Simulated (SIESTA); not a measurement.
**A self-consistent single point of Mo (Im-3m, 1 atom in the cell) with SIESTA**

Method of the run: GGA PBE, numerical atomic orbitals DZP, PseudoDojo PBE standard norm-conserving potentials (rewritten from UPF to PSML) run with SIESTA 5.4.2.

Input as run:

```
# files in the folder: Mo.psml (PseudoDojo PBE standard)
SystemName  Mo
SystemLabel mo

NumberOfAtoms                1
NumberOfSpecies              1
%block ChemicalSpeciesLabel
  1 42 Mo
%endblock ChemicalSpeciesLabel
LatticeConstant              1.0 Bohr
%block LatticeVectors
    -2.976318646    2.976318646    2.976318646
     2.976318646   -2.976318646    2.976318646
     2.976318646    2.976318646   -2.976318646
%endblock LatticeVectors
AtomicCoordinatesFormat      Bohr
%block AtomicCoordinatesAndAtomicSpecies
     0.000000000    0.000000000    0.000000000  1
%endblock AtomicCoordinatesAndAtomicSpecies

XC.functional                GGA
XC.authors                   PBE
PAO.BasisSize                DZP
PAO.EnergyShift              0.01 Ry
MeshCutoff                   350 Ry
%block kgrid.MonkhorstPack
   10   0   0  0.0
    0  10   0  0.0
    0   0  10  0.0
%endblock kgrid.MonkhorstPack
OccupationFunction           MP
OccupationMPOrder            0
ElectronicTemperature        50.0 meV

MaxSCFIterations             150
SCF.Mixer.Method             Pulay
SCF.Mixer.Weight             0.1
SCF.Mixer.History            6
SCF.DM.Tolerance             1.0E-05
Diag.ParallelOverK           true
WriteForces                  true
```

Log, with long lists cut:

```
reinit: Reading from file input.fdf

reinit: System Name: Mo
reinit: System Label: mo

coor:   Atomic-coordinates input format  =     Cartesian coordinates
coor:                                            (in Bohr units)

siesta: Atomic coordinates (Bohr) and species
siesta:      0.00000   0.00000   0.00000  1        1

siesta: System type = bulk

initatomlists: Number of atoms, orbitals, and projectors:      1    19    18

siesta: ******************** Simulation parameters ****************************
redata: Spin configuration                          = none
redata: Time-Reversal Symmetry                      = T
redata: Number of Atomic Species                    =        1
redata: Mesh Cutoff                                 =   350.0000 Ry
redata: Net charge of the system                    =     0.0000 |e|
redata: Min. number of SCF Iter                     =        0
redata: Max. number of SCF Iter                     =      150
redata: SCF convergence failure will abort job
redata: SCF mix quantity                            = Hamiltonian
redata: Mix DM or H after convergence               =   F
redata: Recompute H after scf cycle                 =   F
redata: Mix DM in first SCF step                    =   T
redata: No kicks to SCF
redata: DM Mixing Weight for Kicks                  =     0.5000
redata: Require Harris convergence for SCF          =   F
redata: Harris energy tolerance for SCF             =     0.000100 eV
redata: Require DM convergence for SCF              =   T
redata: DM tolerance for SCF                        =     0.000010
redata: Require EDM convergence for SCF             =   F
redata: EDM tolerance for SCF                       =     0.001000 eV
redata: Require H convergence for SCF               =   T
redata: Hamiltonian tolerance for SCF               =     0.001000 eV
redata: Require (free) Energy convergence for SCF   =   F
redata: (free) Energy tolerance for SCF             =     0.000100 eV
redata: Using DFT-D3 dispersion                     =   F
redata: Using Saved Data (generic)                  =   F
redata: Method of Calculation                       = Diagonalization
redata: Electronic Temperature                      =   580.2259 K
redata: Number of TDED substeps                     =        3
redata: Dynamics option                             = Single-point calculation
redata: Save all siesta data in one NC              =   F
redata: ***********************************************************************

%block SCF.Mixers
  Pulay
%endblock SCF.Mixers

%block SCF.Mixer.Pulay
  # Mixing method
  method pulay
  variant stable

  # Mixing options
  weight 0.1000
  weight.linear 0.1000
  history 6
%endblock SCF.Mixer.Pulay

DM_history_depth set to one: no extrapolation allowed by default for geometry relaxation
Size of DM history Fstack: 1
Total number of electrons:    14.000000
Total ionic charge:    14.000000

* ProcessorY, Blocksize:    1  20

* Orbital distribution balance (max,min):    19    19

k-point displ. along   1 input, could be:     0.00    0.50
k-point displ. along   2 input, could be:     0.00    0.50
k-point displ. along   3 input, could be:     0.00    0.50
 Kpoints in:          600 . Kpoints trimmed:          560

siesta: k-grid: Number of k-points = 560
siesta: k-points from Monkhorst-Pack grid
siesta: k-cutoff (effective) =    13.640 Ang
siesta: k-point supercell and displacements
siesta: k-grid:    10     0     0      0.000
siesta: k-grid:     0    10     0      0.000
siesta: k-grid:     0     0    10      0.000

diag: Algorithm                                     = D&C
diag: Parallel over k                               =   F
diag: Use parallel 2D distribution                  =   F
diag: Parallel block-size                           = 20
diag: Parallel distribution                         =     1 x     1
diag: Used triangular part                          = Lower
diag: Absolute tolerance                            =  0.100E-15
diag: Orthogonalization factor                      =  0.100E-05
diag: Memory factor                                 =  1.0000

superc: Internal auxiliary supercell:     9 x     9 x     9  =     729
superc: Number of atoms, orbitals, and projectors:    729  13851  13122

                        Single-point calculation

superc: Internal auxiliary supercell:     9 x     9 x     9  =     729
superc: Number of atoms, orbitals, and projectors:    729  13851  13122

outcell: Unit cell vectors (Ang):
       -1.575000    1.575000    1.575000
        1.575000   -1.575000    1.575000
        1.575000    1.575000   -1.575000

outcell: Cell vector modules (Ang)   :    2.727980    2.727980    2.727980
outcell: Cell angles (23,13,12) (deg):    109.4712    109.4712    109.4712
outcell: Cell volume (Ang**3)        :     15.6279
new_DM -- step:     1
Initializing Density Matrix...

Attempting to read DM from file... Failed...
DM filled with atomic data:

InitMesh: MESH = 30 x 30 x 30 = 27000
InitMesh: Mesh cutoff (required, used) =   350.000   501.364 Ry

stepf: Methfessel-Paxton step function
       Using Hermite-Gauss polynomials of order  0

        iscf     Eharris(eV)        E_KS(eV)     FreeEng(eV)     dDmax    Ef(eV) dHmax(eV)
   scf:    1    -1903.273422    -1910.270978    -1910.271522  0.476389 -1.850437  6.607888
   scf:    2    -1911.025802    -1910.655851    -1910.656417  0.083025 -2.107253  5.494154
   scf:    3    -1911.981494    -1911.550419    -1911.551387  0.329757 -3.376466  0.319519
   scf:    4    -1911.530340    -1911.545863    -1911.547135  0.053740 -3.141784  0.588140
   scf:    5    -1911.559499    -1911.554846    -1911.555844  0.033521 -3.349442  0.062638
   scf:    6    -1911.554925    -1911.554899    -1911.555900  0.002669 -3.320575  0.004753
mix: Pulay -- inversion failed, > SVD [rank/size] 4 / 5
   scf:    7    -1911.554899    -1911.554899    -1911.555900  0.000030 -3.320792  0.004134
mix: Pulay -- inversion failed, > SVD [rank/size] 3 / 5
   scf:    8    -1911.554900    -1911.554900    -1911.555900  0.000206 -3.322252  0.000137
mix: Pulay -- inversion failed, > SVD [rank/size] 2 / 5
   scf:    9    -1911.554900    -1911.554900    -1911.555900  0.000005 -3.322240  0.000091

SCF Convergence by DM+H criterion
max |DM_out - DM_in|         :     0.0000047962
max |H_out - H_in|      (eV) :     0.0000906982
SCF cycle converged after 9 iterations

Using DM_out to compute the final energy and forces

siesta: E_KS(eV) =            -1911.5549

siesta: E_KS - E_eggbox =     -1911.5549

siesta: Atomic forces (eV/Ang):
     1    0.000000    0.000000   -0.000000
   Tot    0.000000    0.000000   -0.000000
   Max    0.000000
   Res    0.000000    sqrt( Sum f_i^2 / 3N )
   Max    0.000000    constrained

Stress tensor Voigt[x,y,z,yz,xz,xy] (kbar):       -5.38       -5.38       -5.38        0.01        0.01        0.01
(Free)E + p*V (eV/cell)    -1911.5034
Target enthalpy (eV/cell)    -1911.5559

siesta: Program's energy decomposition (eV):
siesta: Ebs     =      -399.533220
siesta: Eions   =      3388.853840
siesta: Ena     =       884.365572
siesta: Ekin    =       603.488501
siesta: Enl     =       232.192027
siesta: Eso     =         0.000000
siesta: Edftu   =         0.000000
siesta: DEna    =        36.064818
siesta: DUscf   =         1.434595
siesta: DUext   =         0.000000
siesta: Ex      =      -258.637790
siesta: Ec      =       -21.608784
siesta: Exc     =      -280.246574
siesta: Eharris =     -1911.554900
siesta: Etot    =     -1911.554900
siesta: FreeEng =     -1911.555900

siesta: Stress tensor (static) (eV/Ang**3):
siesta:    -0.003360    0.000006    0.000006
siesta:     0.000006   -0.003360    0.000006
siesta:     0.000006    0.000006   -0.003360

siesta: Cell volume =         15.627937 Ang**3

siesta: Pressure (static):
siesta:                Solid            Molecule  Units
siesta:           0.00003660          0.00003660  Ry/Bohr**3
siesta:           0.00336036          0.00336036  eV/Ang**3
siesta:           5.38389454          5.38389454  kBar
```

The run converged in 9 iterations.

The starting cell has typed, rounded lattice constants, without a prior relaxation at this level. Spin polarisation is off. Values carry the incompleteness of an atom-centred basis.
